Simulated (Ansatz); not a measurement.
**W, response to strain**

Take W in the fcc (Cu type) structure (space group Fm-3m, No. 225; a = 3.999 Å; relaxed with 0.1 eV smearing) as the base. Axes: x, y, z lie along the cube axes.

Strains are applied to the cell and any free atomic positions relax; under biaxial strain the out-of-plane vector relaxes too; under stress the whole cell relaxes.

Level of theory: Ansatz (a first-principles code) PBEsol, without spin-orbit coupling.

Notes on the quantities. energy relative to the base: free energy F.

```csv
change,energy relative to the base,volume per atom,space group
base,0 meV/atom,15.99 Å³,Fm-3m (No. 225)
"biaxial strain −1.03 %, plane normal [001], relaxed out of plane",-16 meV/atom,16.40 Å³,I4/mmm (No. 139)
"biaxial strain +0.99 %, plane normal [111], relaxed out of plane",-10 meV/atom,15.72 Å³,R-3m (No. 166)
isotropic strain +0.77 %,+7.8 meV/atom,16.36 Å³,Fm-3m (No. 225)
uniaxial strain ε_yy = −4.23 %,+9.0 meV/atom,15.31 Å³,I4/mmm (No. 139)
"uniaxial stress, 3 GPa compression along x",-0.482 eV/atom,15.64 Å³,I4/mmm (No. 139)
tensor shear ε_yz = +1.16 %,-2.8 meV/atom,15.98 Å³,Immm (No. 71)
```

Stability under load was not tested beyond the relaxation. The final runs are not spin-polarised. Under biaxial strain −1.03 %, plane normal [001], relaxed out of plane, biaxial strain +0.99 %, plane normal [111], relaxed out of plane and tensor shear ε_yz = +1.16 % the cell ends below the base's energy or with stress of the wrong sign: the atoms slid into a distortion or the cell is elastically unstable, so the base is not a stable minimum at this level. Under uniaxial stress, 3 GPa compression along x the cell changed shape so far that it is another structure. This is not the structure that W has at room temperature and ambient pressure.
